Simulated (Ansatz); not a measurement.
Hypothetical zinc blende KF: element substitutions

The reference is KF in the zinc blende structure (space group F-43m, No. 216; a hypothetical phase, not in the database extracts checked).

```
CELL_PARAMETERS angstrom
      0.00000     2.92318     2.92318
      2.92318     0.00000     2.92318
      2.92318     2.92318     0.00000
ATOMIC_POSITIONS crystal
  F  0.75000 0.75000 0.75000
  K  0.00000 0.00000 0.00000
```

Each row replaces one element on all its sites; cell and atoms are relaxed.

Calculations: PBEsol (Ansatz, a first-principles code, PAW, no SOC).

```tsv
variant	band gap	width of the top valence band	lattice parameter a	electron mass
base	5.26 eV	0.23 eV	5.846 Å	0.62 mₑ (at Γ)
F → Cl	4.84 eV	0.05 eV	6.954 Å	0.54 mₑ (at Γ)
F → Br	4.33 eV	0.02 eV	7.313 Å	0.49 mₑ (at Γ)
F → I	3.97 eV	0.07 eV	7.849 Å	0.44 mₑ (at Γ)
K → Li	7.67 eV	0.80 eV	4.311 Å	0.83 mₑ (at Γ)
```

Spin-orbit coupling, missing from the scalar runs, can matter with I. Masses are band curvatures over ±0.01 Å⁻¹ around the edge. Whether these cells are dynamically stable was not tested. As relaxed here, KCl, KBr, KI and LiF are hypothetical phases, not in the database extracts checked.
